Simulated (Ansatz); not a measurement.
The starting structures come from a database of crystals and need not be the phases stable at ambient conditions.

Input:

```xyz
20
Lattice="5.4137 0.0000 0.0000 1.8999 9.3077 0.0000 -1.7569 4.6539 4.5332" Properties=species:S:1:pos:R:3 pbc="T T T"
Li     2.3034     4.6539     2.2886
Li     3.2533     9.3077     2.2446
Sc     5.9601     9.3077     0.9774
Sc    -0.4035     4.6539     3.5559
Si     1.4100     7.4285     3.7482
Si     4.1467     6.5331     0.7850
Si     5.0966    11.1869     3.7482
Si     0.4600     2.7746     0.7850
O      1.0582    10.6765     4.4977
O      4.4985     3.2851     0.0355
O      0.0347     7.9389     4.4977
O      5.5220     6.0227     0.0355
O      0.4324     1.1211     0.7695
O      5.1242    12.8405     3.7638
O      4.1743     8.1866     0.7695
O      1.3824     5.7750     3.7638
O      4.0482     5.8419     2.2458
O      1.5084     8.1197     2.2875
O      0.5585     3.4658     2.2458
O      4.9982    10.4958     2.2875
```

The cell is taken as given; by PBEsol it stands under a pressure of -3.9 GPa.

Transport runs along the normal of the first two printed cell vectors.

No gap correction and no spin-orbit coupling; mid-gap is the computed energy nearest the middle.

Q: State the band gap and the smallest decay constant κ at mid-gap according to PBEsol (Ansatz, a quantum-chemistry and plane-wave program).

A: Gap 4.92 eV on a 8×8×8 mesh; κ = 0.453 1/Å, at the zone centre.
